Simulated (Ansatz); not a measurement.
# The (221) surface of rock-salt NbN (a high-symmetry phase, unstable at 0 K and held by its symmetry) in its 1x1 cell (cut with top plane N + Nb, bottom plane N + Nb), outermost plane spacing 0.74 Å in the ideal cut

Method: PBE (plane waves to 420 eV, PAW; Ansatz, a first-principles code).

Model: 30-atom slab, N15Nb15, 10.3 Å thick at the start (thin: gaps and levels are the slab's own), 12x4x1 mesh, Fermi-Dirac 0.1 eV, dipole correction, all atoms relaxed; symmetry of the start imposed; no spin, no spin-orbit, no U.

| Quantity | Value |
|---|---|
| surface energy (mean of both faces) | 123 meV/Å^2 |
| surface energy before relaxation | 2.94 J/m² |
| work function of the top face | 4.47 eV |
| energy released by relaxation | 3.51 eV |
| cost | around 30 core-minutes (rough) |
